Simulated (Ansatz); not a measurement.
Base system: ZnSe in the zinc blende structure (space group F-43m, No. 216; a = 5.568 Å). Axes: x, y, z lie along the cube axes.

Calculations: LDA/PAW in Ansatz (a quantum-chemistry and plane-wave program), spin-orbit coupling left out.

Before the change:

| Quantity | Value |
|---|---|
| Electron mass | 0.090 mₑ (at Γ) |
| Valley order | Γ 1.25 eV; L along ⟨111⟩ 2.45 eV; X along ⟨100⟩ 2.69 eV |

One thing is altered: biaxial strain −0.42 %, plane normal [111], relaxed out of plane (Cartesian); in-plane vectors clamped, the third vector and the atoms free.

Task: How does this affect the energy relative to the base?

Result: The energy rises by 0.3 meV/atom.

Task: What does the calculation give for the electron mass after the change?

Result: The electron mass goes from 0.090 mₑ (at Γ) to 0.091 mₑ (at Γ).

Task: How does this affect the in-plane stress?

Result: The mean in-plane stress (compression positive) is +0.6 GPa.

Task: What does the calculation give for the valley order after the change?

Result: The valley order (the lowest conduction-band minima on the path, energy above the VBM, named in the base's zone) changes from Γ 1.25 eV; L along ⟨111⟩ 2.45 eV; X along ⟨100⟩ 2.69 eV to Γ 1.26 eV; L along [1-11] 2.43 eV; L along [111] 2.50 eV; X along [100] 2.66 eV.

The levels and masses belong to the bands next to the band gap. Masses are band curvatures over ±0.01 Å⁻¹ around the edge. Whether these cells are dynamically stable was not tested.
